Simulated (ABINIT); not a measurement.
**Pressure against volume in hcp Zn (space group 194) (ABINIT, LDA)**

```
Zn
1.0
    2.55654     0.00000     0.00000
   -1.27827     2.21403     0.00000
    0.00000     0.00000     4.75748
Zn
2
Direct
  0.66667   0.33333   0.75000
  0.33333   0.66667   0.25000
```

Method of the run: LDA (PW92), norm-conserving pseudopotentials (PseudoDojo nc-sr-04 LDA standard) (plane waves; ABINIT). Settings: pseudos = [Zn.upf]; ecut = 55 Ha; occopt = 3; tsmear = 0.05 eV; ngkpt = 16 16 7; nshiftk = 1; shiftk = 0 0 0; potentials = PseudoDojo nc-sr-04 LDA standard; nband = 27; kptopt = 1; nstep = 100; tolvrs = 1e-10. The cell above is the first row's. The rows scale it uniformly. In all rows fractional positions and the k mesh are held.

| V (Å^3/atom) | P (GPa) |
|---|---|
| 13.464 | 0.76 |
| 13.757 | -1.49 |
| 14.050 | -3.47 |
| 14.342 | -5.19 |
| 14.635 | -6.69 |
| 14.928 | -7.99 |
| 15.221 | -9.12 |
| 15.513 | -10.08 |
| 15.806 | ? |

Question: Using a cubic, estimate the missing P at V = 15.806 from the other rows, showing the fit.

Answer: With u = V - 14.5, the rows have u = -1.0360, -0.7430, -0.4500, -0.1580, 0.1350, 0.4280, 0.7210, 1.0130. Least squares gives P = -6.026 - 5.0952·u + 1.2393·u² - 0.1595·u³. Residuals (row less fit): 0.000, 0.001, -0.002, -0.001, 0.002, 0.002, -0.005, 0.002; standard error 0.003 (degrees of freedom: 4). The fitted pressure is zero at V0 = 13.56, where dP/dV = -7.852, so B0 = -V0·dP/dV = 106 GPa. At the withheld row, u = 1.3060, so P = -6.026 - 5.0952 × 1.3060 + 1.2393 × 1.3060² - 0.1595 × 1.3060³ = -10.922 GPa. The calculation gives -10.90 GPa, 0.022 GPa above the prediction (0.2 % of the range of P in the table). The row lies outside the fitted rows, so this is an extrapolation. From the scatter of the fitted rows alone, a prediction at this place has a standard error of 0.008 GPa, so the miss is 2.6 times that.

Carrying the step between the two nearest rows on in a straight line would have given -11.04, off by 0.14; series whose last step already gives the withheld value aren't shown. The scan was laid around a cell of about the measured size, scaled by a guess for this functional; axis ratios and inner coordinates come from that cell. The runs keep the symmetry of the cell, so they don't test it for distortions. The shape of the cell and the inner coordinates aren't relaxed, so V0 and B0 belong to this uniform scaling; a relaxed crystal lies no higher in energy and is usually softer. Cutoffs and mesh are single choices, not tested for convergence of this quantity. Series with a scatter that would blur these digits, or in which a gap closes, are not shown.
